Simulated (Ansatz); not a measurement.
# ZnCu2SnS4 under a change: Sn → Pt

Consider ZnCu₂SnS₄ (space group I-4, No. 82; a = 5.3740 Å, c = 10.7543 Å).

It is then changed as follows: Pt takes the place of Sn on all its sites; the structure is relaxed again.

Method: Ansatz (a quantum-chemistry and plane-wave program), PBEsol, PAW, cutoff 420 eV, no SOC, earlier PAW set. Γ-centred 13×13×13 mesh, Fermi–Dirac width 0.05 eV, for the changed cell.

The volume per atom decreases by 1.42 Å³ (19.41 Å³ → 17.99 Å³) and the density increases by 1.25 g/cm³ (4.70 g/cm³ → 5.95 g/cm³). The lattice parameter a falls by 0.168 Å to 5.206 Å and the c/a ratio goes up by 0.039, from 2.001 to 2.040. The space group stays I-4 (No. 82) and the shortest interatomic distance drops by 0.0393 Å to 2.232 Å. The band gap goes from 0.11 eV to zero (uncertain: the Fermi level lies in a band; the base alone).

Cost of the whole job for the changed cell (relaxation, final SCF and bands): about 22 core-minutes (a rough figure).

No phonon test of stability was made. As relaxed here, ZnCu2PtS4 is a hypothetical phase, not in the database extracts checked. All final runs are without spin polarisation. ZnCu2PtS4 has a high density of states at the Fermi level and may be magnetic at this level. A zero or small gap of ZnCu2SnS4 can be the functional's error rather than a property of the material.
